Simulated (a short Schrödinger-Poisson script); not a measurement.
**Symmetric double-gate stack, SiO2 on p-type Ge(111)**

Stack: symmetric double-gate stack, SiO2 on p-type Ge(111), at 77 K.

| layer | material | thickness (nm) | Na (cm⁻³) |
|---|---|---|---|
| 1 | SiO2 | 1.5 | - |
| 2 | Ge | 4 | 2e15 |
| 3 | SiO2 | 1.5 | - |

Constants are typed, rounded textbook-type inputs, not results; the design itself was drawn at random and stands for no fabricated device. SiO2: permittivity 3.9, conduction-band edge (eV) 3.1, gap (eV) 9, electron mass (mₑ) 0.5. Ge: permittivity 16, conduction-band edge (eV) 0, gap (eV) 0.664, Nv at 300 K (cm⁻³) 6e18.

Channel valleys (confinement mass, in-plane density-of-states mass, number): L1 1.59, 0.08, 1; L3 0.09, 0.34, 3. At the gates, both at one voltage, the conduction-band edge of layer 1 lies 3.36 eV − eVg above the Fermi level of the channel. Gaps are held at their typed values at every temperature. Mesh 0.03 nm at interfaces.

From a short Schrödinger-Poisson script (our own, NumPy): 1D Poisson equation in equilibrium, electrons quantum, Hartree (BenDaniel-Duke, 12 states a valley, the channel's in-plane mass for all, wave functions ending at the dielectric), parabolic valleys, classical holes, full ionisation, no traps, pinning or gate leakage.

```csv
Vg (V),electrons (cm⁻²),C (μF/cm²),L1 E0 (meV),L1 E1 (meV),L3 E0 (meV),L3 E1 (meV)
0.25,5.06e9,0.125,25.0,69.3,271.4,1054.5
0.35,1.07e12,2.38,-30.9,11.9,215.4,997.1
0.45,2.77e12,2.90,-61.8,-20.8,184.7,964.4
0.55,4.59e12,2.93,-88.2,-49.0,158.4,936.4
0.65,6.47e12,3.14,-112.6,-75.1,134.1,910.4
0.75,8.47e12,3.24,-132.5,-96.8,114.5,889.0
0.85,1.05e13,3.25,-151.7,-117.7,95.7,868.4
0.95,1.25e13,3.26,-170.8,-138.5,76.9,847.9
```

Gate voltages with under 1e6 electrons/cm² are left out.

Subbands count from the Fermi level. The capacitance is that of both gates.

Only the L valleys are kept; under strong confinement the Δ valleys of Ge fill too.
